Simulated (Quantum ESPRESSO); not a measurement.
Sensitivity of a calculation on SrMg₆W (P4/mmm, 8 atoms in the cell) to its settings

```xyz
8
Lattice="6.4896 0.0000 0.0000 0.0000 6.4896 0.0000 0.0000 0.0000 4.4165" Properties=species:S:1:pos:R:3 pbc="T T T"
Sr     3.2448     3.2448     2.2083
Mg     3.2448     0.0000     2.2083
Mg     0.0000     3.2448     2.2083
Mg     1.4108     5.0788     0.0000
Mg     5.0788     1.4108     0.0000
Mg     1.4108     1.4108     0.0000
Mg     5.0788     5.0788     0.0000
W      0.0000     0.0000     2.2083
```

Base run A: LDA (PW92), PseudoDojo standard norm-conserving (LDA) pseudopotentials (Quantum ESPRESSO), self-consistent single point.

Its settings: ecutwfc = 85 Ry; occupations = smearing; smearing = mp; degauss = 0.0036749 Ry; potentials = {Sr: Sr.upf, Mg: Mg.upf, W: W.upf}; K_POINTS = automatic 3 3 4 1 1 1; conv_thr = 1e-10 Ry; mixing_beta = 0.4.

The starting cell comes from a database of computed structures (which also holds hypothetical and non-ambient phases and stackings), without a prior relaxation at this level. Spin polarisation is off. In the base run, with a pressure of about -3 GPa the cell is away from its equilibrium volume at this level. Without a gap this mesh is coarse (it stands for a supercell whose shortest vector is 18 Å).

ΔF is the free energy per atom less that of run A. A dash stands where there is no value to compare (another energy zero or no entropy term, no result, no spin, no clean gap, or a mesh too coarse for one). Total energies depend on the potentials, the functional and any Hubbard or dispersion term, so they are compared only between runs that share all of them.

Runs:
- B: nbnd: default → 106
- C: ecutwfc: 85 Ry → 76 Ry
- D: noncolin: default → true; lspinorb: default → true; input_dft: default → pz; potentials: PseudoDojo fully relativistic norm-conserving (PBE) [LDA (PZ), spin-orbit coupling]
- E: smearing: mp → cold; degauss: 0.0036749 Ry → 0.0073499 Ry
- F: input_dft: default → blyp; potentials: PseudoDojo standard norm-conserving (PBE) [BLYP]
- G: degauss: 0.0036749 Ry → 0.02205 Ry; K_POINTS: automatic 3 3 4 1 1 1 → automatic 4 4 5 1 1 1
- H: mixing_beta: 0.4 → 0.5; mixing_mode: default → TF
- I: input_dft: default → vdw-df-cx; potentials: PseudoDojo standard norm-conserving (PBE) [vdW-DF-cx]
- J: conv_thr: 1e-10 Ry → default
- K: diago_david_ndim: default → 4

| run | ΔF (meV/atom) | pressure (GPa) | largest force (eV/Å) | k-points |
|---|---|---|---|---|
| A | 0.00 | -3.09 | 0.007 | 6 |
| B | 0.00 | -3.09 | 0.007 | 6 |
| C | 4.4 | -3.67 | 0.007 | 6 |
| D | – | -2.92 | 0.025 | 6 |
| E | -0.61 | -3.10 | 0.010 | 6 |
| F | – | 1.12 | 0.088 | 6 |
| G | 2.2 | -3.07 | 0.036 | 9 |
| H | 0.00 | -3.09 | 0.007 | 6 |
| I | – | -0.53 | 0.153 | 6 |
| J | 0.00 | -3.08 | 0.010 | 6 |
| K | 0.00 | -3.10 | 0.007 | 6 |

Run C against A: The free energy goes up by 4.4 meV/atom, the pressure goes from -3.09 to -3.67 GPa and the largest force stays at 0.007 eV/Å.

Run G against A: The free energy goes up by 2.2 meV/atom, the pressure hardly changes (-3.09 to -3.07 GPa) and the largest force goes from 0.007 to 0.036 eV/Å.

Run F against A: The pressure goes from -3.09 to 1.12 GPa and the largest force goes from 0.007 to 0.088 eV/Å.
